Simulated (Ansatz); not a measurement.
A periodic model of amorphous Si$_{30}$O$_{12}$N$_{32}$:

```
CELL_PARAMETERS angstrom
      9.91882    -0.02177     0.00274
     -0.02177     9.85032    -0.28013
      0.00274    -0.28013     9.63403
ATOMIC_POSITIONS crystal
  Si 0.38872 0.79504 0.03867
  Si 0.34660 0.90838 0.27304
  Si 0.70602 0.80857 0.04390
  Si 0.86357 0.54173 0.88930
  Si 0.75257 0.32895 0.41291
  Si 0.43117 0.69036 0.73934
  Si 0.05479 0.30391 0.51309
  Si 0.61879 0.56989 0.96488
  Si 0.55714 0.82354 0.52291
  Si 0.07137 0.45571 0.05337
  Si 0.70879 0.06881 0.60064
  Si 0.28711 0.22959 0.34993
  Si 0.74704 0.04741 0.84844
  Si 0.74299 0.28253 0.06361
  Si 0.53273 0.30795 0.56401
  Si 0.99480 0.13868 0.00189
  Si 0.05460 0.78889 0.48143
  Si 0.67637 0.57495 0.64618
  Si 0.28519 0.44565 0.61772
  Si 0.43121 0.34443 0.86870
  Si 0.93055 0.93152 0.21866
  Si 0.98776 0.35911 0.25667
  Si 0.95625 0.52817 0.58367
  Si 0.34400 0.66132 0.42924
  Si 0.37975 0.43620 0.14942
  Si 0.13181 0.02054 0.46737
  Si 0.19395 0.62193 0.23273
  Si 0.02438 0.03560 0.70033
  Si 0.44612 0.14375 0.08091
  Si 0.22402 0.56289 0.89394
  O  0.65517 0.94861 0.49437
  O  0.60470 0.19321 0.09045
  O  0.62120 0.09030 0.74625
  O  0.02010 0.02704 0.12128
  O  0.63191 0.44400 0.50606
  O  0.94216 0.68014 0.52785
  O  0.68729 0.92121 0.92490
  O  0.07309 0.07774 0.86041
  O  0.39273 0.19391 0.92717
  O  0.47895 0.83479 0.67575
  O  0.53076 0.32445 0.73115
  O  0.66035 0.69376 0.53666
  N  0.49136 0.44489 0.01086
  N  0.56947 0.59423 0.78289
  N  0.80785 0.31347 0.24144
  N  0.11217 0.45173 0.59806
  N  0.03494 0.29311 0.08127
  N  0.26292 0.77773 0.16658
  N  0.85110 0.02740 0.69760
  N  0.23903 0.50702 0.06162
  N  0.43673 0.80773 0.39540
  N  0.82923 0.15737 0.96355
  N  0.41378 0.97330 0.11613
  N  0.36431 0.31179 0.50749
  N  0.66826 0.20681 0.50243
  N  0.11515 0.90754 0.60707
  N  0.78409 0.86939 0.18881
  N  0.31879 0.71301 0.87913
  N  0.75010 0.42740 0.97008
  N  0.34612 0.53854 0.29401
  N  0.77720 0.67143 0.96239
  N  0.04164 0.53878 0.90430
  N  0.17770 0.69686 0.40359
  N  0.90611 0.38803 0.47119
  N  0.01060 0.92042 0.37200
  N  0.83272 0.53087 0.70765
  N  0.03433 0.52637 0.21742
  N  0.27576 0.05031 0.37103
  N  0.36352 0.60005 0.59234
  N  0.11829 0.28012 0.35000
  N  0.54758 0.72451 0.05115
  N  0.29751 0.42853 0.79455
  N  0.07323 0.15251 0.58028
  N  0.37023 0.26507 0.19976
```

Methods: PBE, scalar-relativistic without spin-orbit coupling (Ansatz, an electronic-structure program); r2SCAN, scalar-relativistic without spin-orbit coupling (Ansatz). Neutral PBE cell, which sets geometry, pressure and energy: sampling: a 2×2×2 Γ-centred mesh; Fermi-Dirac width 0.02 eV; no spin polarisation.

The cell was made by melting and quenching with the CHGNet potential and then relaxed with DFT. O and N atoms were pushed apart under 1.9 Å during the dynamics, to hinder bonds among them. The hot cell started wider than the set density and was brought back towards it in steps. It is the lowest in DFT energy of 2 quenches. It is a model cell: composition and starting density were chosen by hand, and all elements were melted together. No dispersion term was used. Its density started from a set value of 2.44 and ended at 2.62 g/cm³. The simulated quench (nominally 150 K/ps over its main leg) is rapid and tends to freeze in more defects than a deposited or slowly cooled glass has. A cell of this size samples the disorder only roughly. Volume and shape were free in the relaxation.

Question: Give the pressure and the spacing of the highest filled and lowest empty levels.

Answer: 
```json
{
 "Pressure on a 2×2×2 Γ-centred mesh": "0.04 GPa",
 "Largest force and stress component on that mesh (the relaxation ran on the zone centre alone)": "0.06 eV/Å and 0.1 GPa",
 "Level gap on a 2×2×2 Γ-centred mesh (PBE)": "2.40 eV",
 "Level gap at the zone centre (PBE)": "2.41 eV",
 "Level gap at the zone centre (r2SCAN)": "2.81 eV",
 "Distance between the nearest levels spread over more than a fifth of the atoms or a third of the atoms of their main element (six at least) (PBE, zone centre)": "3.06 eV"
}
```

Question: At PBE and the zone centre, how localised are the states just below and above the Fermi level (participation number: the atoms over which a state spreads)?

Answer: The highest filled state is spread over 4.0 atoms' worth, largest on N61, with weights by element (charge in smoothed Voronoi cells) N 0.85, Si 0.10, O 0.05. The lowest empty state is spread over 37.9 atoms' worth, largest on Si5, with weights by element (charge in smoothed Voronoi cells) Si 0.43, N 0.42, O 0.15.

At PBE the levels at the filled edge of the gap are localised (band-tail or defect states), and the nearest spread-out levels lie 3.1 eV apart at the zone centre.

Bonds are counted up to Si-Si 2.60 Å, Si-O 2.04 Å, Si-N 2.34 Å, O-O 1.58 Å, O-N 1.64 Å, N-N 1.70 Å. Two cations that share two anions don't count as bonded, nor two that share one unless they lie closer than Si-Si 2.38 Å.

A PBE run started with 1 μB on atoms that lack a bond or may hold spare charge lost its moments; other starts weren't tried.
